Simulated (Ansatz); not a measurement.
A computed series for GaN: alloy series

Base system: GaN in the zinc blende structure (space group F-43m, No. 216; a = 4.4981 Å).

The other end (x = 1) is AlN in the zinc blende structure (space group F-43m, No. 216): 10.49 Å³/atom, gap 3.19 eV; this end may not be an ambient phase.

Al replaces a fraction x of Ga; each row is one arrangement (x, atoms in the cell, starting space group or random), fully relaxed.

The values are results of Ansatz (a quantum-chemistry and plane-wave program) PBEsol, no spin-orbit coupling, not measurements.

```json
[
 {"variant": "base", "band gap": "1.70 eV", "mixing energy": "–", "volume per atom": "11.38 Å³"},
 {"variant": "x(Al) = 0.25, 8 atoms, I-42m", "band gap": "2.27 eV", "mixing energy": "0 meV/atom", "volume per atom": "11.14 Å³"},
 {"variant": "x(Al) = 0.25, 8 atoms, Cm", "band gap": "2.20 eV", "mixing energy": "+2 meV/atom", "volume per atom": "11.15 Å³"},
 {"variant": "x(Al) = 0.25, 8 atoms, R3m", "band gap": "2.10 eV", "mixing energy": "+4 meV/atom", "volume per atom": "11.15 Å³"},
 {"variant": "x(Al) = 0.667, 6 atoms, P3m1", "band gap": "2.93 eV", "mixing energy": "+4 meV/atom", "volume per atom": "10.78 Å³"},
 {"variant": "x(Al) = 0.75, 8 atoms, P-43m", "band gap": "3.32 eV", "mixing energy": "+1 meV/atom", "volume per atom": "10.70 Å³"}
]
```

Each cell is one ordered arrangement of few atoms, which overstates ordering effects compared with a random alloy. Whether these cells are dynamically stable was not tested. This is not the structure that GaN has at room temperature and ambient pressure. This is not the structure that AlN has at room temperature and ambient pressure.
